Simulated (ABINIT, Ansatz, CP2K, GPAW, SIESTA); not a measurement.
# KMgF₃ (Pm-3m, 5 atoms in the cell) computed with different codes at matched settings

Band-structure calculation.

```
CELL_PARAMETERS angstrom
      3.99000     0.00000     0.00000
      0.00000     3.99000     0.00000
      0.00000     0.00000     3.99000
ATOMIC_POSITIONS crystal
  K  0.00000 0.00000 0.00000
  Mg 0.50000 0.50000 0.50000
  F  0.50000 0.00000 0.50000
  F  0.00000 0.50000 0.50000
  F  0.50000 0.50000 0.00000
```

Shared settings, as Ansatz (a quantum-chemistry and plane-wave program) writes them: kpoints.mp_grid.grid = 4 4 4; scf.occupations.method = fermi_dirac; scf.occupations.width = 0.05 eV. Potentials and cutoffs stand in the table.

```json
[
 {"code": "Ansatz", "model": "PBE, default PAW files", "gap along the path (eV)": "7.31", "smallest direct gap (eV)": "7.63", "cutoff": "420 eV"},
 {"code": "CP2K", "model": "PBE, GPW, DZVP-MOLOPT-SR-GTH basis, GTH-PBE potentials (GTH_POTENTIALS)", "gap along the path (eV)": "7.31", "smallest direct gap (eV)": "7.65", "cutoff": "grid 1000 Ry"},
 {"code": "GPAW", "model": "PBE, GPAW PAW datasets PBE (gpaw-data 1.0.1)", "gap along the path (eV)": "7.31", "smallest direct gap (eV)": "7.63", "cutoff": "950 eV"},
 {"code": "SIESTA", "model": "GGA PBE, numerical atomic orbitals TZP, PseudoDojo PBE standard norm-conserving potentials (rewritten from UPF to PSML)", "gap along the path (eV)": "7.06", "smallest direct gap (eV)": "7.42", "cutoff": "grid 400 Ry"},
 {"code": "ABINIT", "model": "PBE, PAW (JTH v2.0 PBE PAW)", "gap along the path (eV)": "7.29", "smallest direct gap (eV)": "7.61", "cutoff": "48 Ry"}
]
```

The spread over the programs that give each value: gap along the path within 0.25 eV; smallest direct gap within 0.23 eV.

CP2K and SIESTA use small atom-centred bases, whose incompleteness enters pressures, forces and empty levels differently from a plane-wave cutoff.

In the gap along the path, SIESTA stands apart from the plane-wave programs.

The starting cell has typed, rounded lattice constants, without a prior relaxation at this level.

Left out of this page: Quantum ESPRESSO and FLEUR (not drawn, or without a comparable value).

Keys are those of Ansatz 0.2.
